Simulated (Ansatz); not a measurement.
Functionals compared on a constructed model of the (100) surface of 3C silicon carbide, Si-terminated, top plane replaced by Sn dimers, 2x1 (bottom of the slab: dihydride, held), in Ansatz (plane waves, PAW). The structure was relaxed with PBE; the other rows are single points on it. Cutoff 420 eV (500 eV for r2SCAN).

Set-up: 20 atoms, 9.1 Å thick at the start with caps and adatoms (thin: gaps and levels are the slab's own); mesh 5x9x1; 0.025 eV smearing; dipole correction on; 8 atoms held, the rest relaxed; start symmetry kept, larger cells not searched; no spin (no spin-polarised run to compare, though such a face may carry moments), no spin-orbit, no U. The slab shows no gap on its mesh. It is one candidate, not shown to be the stable structure of the face. These notes are the PBE run's.

| functional | work function of the top face (eV) | rough cost of the single point |
|---|---|---|
| PBE | 4.69 | – |
| r2SCAN | 4.81 | roughly 2.3 core-minutes |

Ansatz is an electronic-structure program.
